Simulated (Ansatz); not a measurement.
Base system: BeS in the zinc blende structure (space group F-43m, No. 216; a = 4.869 Å). Axes: x, y, z lie along the cube axes.

Level of theory: r2SCAN (Ansatz, a first-principles code), no spin-orbit coupling.

Base values:

```
Item                                   Value
---------------------  ---------------------
Pressure                            0.00 GPa
Valley order           X along ⟨100⟩ 3.59 eV
Valence-band top at Γ    0.00, 0.00, 0.00 eV
```

One thing is altered: the cell is stretched by 0.50 % along z with no lateral relaxation; the atoms relax in the strained cell.

Question: Predict the new pressure.

Answer: The pressure (mean of the normal stresses, compression positive) goes from zero to -0.48 GPa.

Question: What happens to the valley order?

Answer: The valley order (the lowest conduction-band minima on the path, energy above the VBM, named in the base's zone) goes from X along ⟨100⟩ 3.59 eV to X along [010] 3.58 eV; X along [001] 3.62 eV.

Question: What happens to the valence-band top at Γ?

Answer: The valence-band top at Γ (three highest levels, from the VBM) changes from 0.00, 0.00, 0.00 eV to 0.00, 0.00, -0.03 eV.

The levels and masses belong to the bands next to the band gap. Whether these cells are dynamically stable was not tested.
